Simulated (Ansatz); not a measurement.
Consider the following.

```xyz
12
Lattice="5.4001 0.0000 0.0000 0.0000 5.4001 0.0000 0.0000 0.0000 5.4001" Properties=species:S:1:pos:R:3 pbc="T T T"
Fe     0.0000     0.0000     0.0000
Fe     2.7000     2.7000     0.0000
Fe     0.0000     2.7000     2.7000
Fe     2.7000     0.0000     2.7000
S      2.0660     2.0660     2.0660
S      4.7660     0.6340     3.3340
S      3.3340     4.7660     0.6340
S      0.6340     3.3340     4.7660
S      3.3340     3.3340     3.3340
S      0.6340     4.7660     2.0660
S      2.0660     0.6340     4.7660
S      4.7660     2.0660     0.6340
```

No spin polarisation.

Calculations: Ansatz (an electronic-structure program), PBE, PAW, cutoff 420 eV, no spin-orbit coupling, earlier PAW set. Settings: 5×5×5 k-points, 0.05 eV Fermi–Dirac smearing.

Task: Predict the electron mass, band gap, width of the top valence band and gap character.

Result: 
- Electron mass: 0.36 mₑ (at Γ)
- Band gap: 0.39 eV
- Width of the top valence band: 0.37 eV
- Gap character: indirect, a point along ⟨100⟩, about 0.5 Å⁻¹ from Γ → Γ

Load acts through the strain it causes; cell and atoms are relaxed under it. Effective masses come from finite differences of ±0.01 Å⁻¹. No phonon test of stability was made. The final runs are not spin-polarised. The cell was made from FeS2 (space group Pa-3, No. 205; non-magnetic) by this change: pressure 0.3 GPa.
